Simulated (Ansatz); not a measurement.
# Several settings converged on a (001) slab of Tl2Pd (cut from a parent of space group no. 15; 12 atoms in the cell)

```yaml
crystal:
  lattice:
    - [5.58512, 0.00000, 0.00000]
    - [-4.12285, 5.39030, 0.00000]
    - [0.00000, 0.00000, 21.39920]
  atoms:
    - { symbol: Pd, position: [0.67882, 0.83861, 0.44815] }
    - { symbol: Pd, position: [0.10086, 0.05123, 0.34444] }
    - { symbol: Pd, position: [0.83476, 0.41658, 0.65555] }
    - { symbol: Pd, position: [0.25679, 0.62919, 0.55185] }
    - { symbol: Tl, position: [0.08151, 0.70685, 0.43082] }
    - { symbol: Tl, position: [0.69817, 0.18299, 0.36178] }
    - { symbol: Tl, position: [0.27613, 0.30416, 0.46548] }
    - { symbol: Tl, position: [0.50355, 0.58568, 0.32711] }
    - { symbol: Tl, position: [0.23745, 0.28481, 0.63823] }
    - { symbol: Tl, position: [0.85410, 0.76096, 0.56918] }
    - { symbol: Tl, position: [0.43207, 0.88212, 0.67288] }
    - { symbol: Tl, position: [0.65948, 0.16365, 0.53452] }
```

Base method: PBEsol, default PAW files made with PBE (plane waves; Ansatz, a program for electronic structure).

Base settings: basis.ecutwfc = 420 eV; kpoints.mp_grid.grid = 4 3 1; hamiltonian.xc = pbesol; hamiltonian.pseudopotentials = {kind: paw} (the program's default PAW files); scf.occupations.method = fermi_dirac; scf.occupations.width = 0.1 eV.

The count of work is k-points × plane waves × bands × iterations; it is no time. Core times come from one kind of shared machine, to one figure; runs under 30 s give none.

**The vacuum**

The mesh stays at the base's, so the ladder's end is converged at best in this setting alone.

Only quantities that move along the ladder and can be compared are tabulated.

| vacuum between outermost atoms (Å) | free energy less the last step's (meV/atom) | largest difference of a force vector from the last step's (eV/Å) | count of work / last | core time / last (rough) |
|---|---|---|---|---|
| 3.0 | -29.67 | 0.242 | 0.28 | – |
| 4.0 | -0.57 | 0.095 | 0.30 | – |
| 5.0 | 2.71 | 0.038 | 0.33 | – |
| 6.0 | 1.36 | 0.014 | 0.36 | – |
| 7.0 | 0.51 | 0.005 | 0.39 | – |
| 8.0 | 0.17 | 0.002 | 0.41 | – |
| 10.0 | 0.02 | 0.000 | 0.47 | – |
| 12.0 | 0.00 | 0.000 | 0.52 | – |
| 14.0 | 0.00 | 0.000 | 0.57 | 0.5 |
| 17.0 | 0.00 | 0.000 | 0.65 | 0.6 |
| 20.0 | 0.00 | 0.000 | 0.73 | 0.7 |
| 25.0 | 0.00 | 0.000 | 0.87 | 0.8 |
| 30.0 | 0.00 | 0.000 | 1.0 | 1 |

Smallest vacuum between outermost atoms (Å) that holds the forces within 0.01 eV/Å of the last step, with all finer ones: 7.0, at 0.39 of the last step's count of work; the step before is off by 0.014 eV/Å.

Smallest vacuum between outermost atoms (Å) that holds the free energy within 2 meV/atom of the last step, with all finer ones: 6.0, at 0.36 of the last step's count of work; the step before is off by 2.7 meV/atom.

**The k-point mesh**

Only quantities that move along the ladder and can be compared are tabulated.

```tsv
kpoints.mp_grid.grid	free energy less the last step's (meV/atom)	largest difference of a force vector from the last step's (eV/Å)	count of work / last	core time / last (rough)
2 1 1	-58.83	0.427	0.021	–
2 2 1	-11.51	0.388	0.042	–
3 2 1	-15.90	0.223	0.037	–
3 3 1	-12.46	0.125	0.047	–
4 3 1	-0.62	0.083	0.065	0.06
4 4 1	-6.78	0.079	0.093	0.07
5 4 1	0.27	0.049	0.10	0.08
6 5 1	1.22	0.023	0.15	0.1
8 6 1	-0.20	0.016	0.24	0.2
9 7 1	-0.51	0.009	0.30	0.2
10 9 1	0.17	0.006	0.43	0.3
12 10 1	0.04	0.003	0.58	0.4
14 12 1	0.00	0.000	1.0	1
```

Coarsest kpoints.mp_grid.grid that holds the free energy within 1 meV/atom of the last step, with all finer ones: 8 6 1, at 0.24 of the last step's count of work and about 0.2 of the last step's time; the step before is off by 1.2 meV/atom.

**The plane-wave cutoff**

The mesh stays at the base's, so the ladder's end is converged at best in this setting alone.

Only quantities that move along the ladder and can be compared are tabulated.

| basis.ecutwfc | free energy less the last step's (meV/atom) | largest difference of a force vector from the last step's (eV/Å) | count of work / last | core time / last (rough) |
|---|---|---|---|---|
| 210 eV | 5085.51 | 0.668 | 0.14 | – |
| 250 eV | 1058.05 | 0.168 | 0.16 | – |
| 295 eV | 134.38 | 0.023 | 0.21 | – |
| 355 eV | 5.54 | 0.001 | 0.28 | – |
| 420 eV | 1.60 | 0.001 | 0.36 | 0.3 |
| 505 eV | 0.39 | 0.000 | 0.47 | 0.4 |
| 630 eV | 0.17 | 0.000 | 0.65 | 0.6 |
| 840 eV | 0.00 | 0.000 | 1.0 | 1 |

Coarsest basis.ecutwfc that holds the forces within 0.01 eV/Å of the last step, with all finer ones: 355 eV, at 0.28 of the last step's count of work; the step before is off by 0.023 eV/Å.

Coarsest basis.ecutwfc that holds the free energy within 2 meV/atom of the last step, with all finer ones: 420 eV, at 0.36 of the last step's count of work and about 0.3 of the last step's time; the step before is off by 5.5 meV/atom.

On the base run: the starting cell comes from a database of computed structures (which also holds hypothetical and non-ambient phases and stackings), without a prior relaxation at this level. The slab is cut from that crystal, and its faces are unrelaxed. Its lattice was rescaled by up to half a per cent. Spin polarisation is off. Without a gap this mesh is coarse (it stands for a supercell whose shortest in-plane vector is 19 Å).

Left out of this page: 2 runs of the series stopped by limits of time or memory.

Keys are those of Ansatz 0.2.
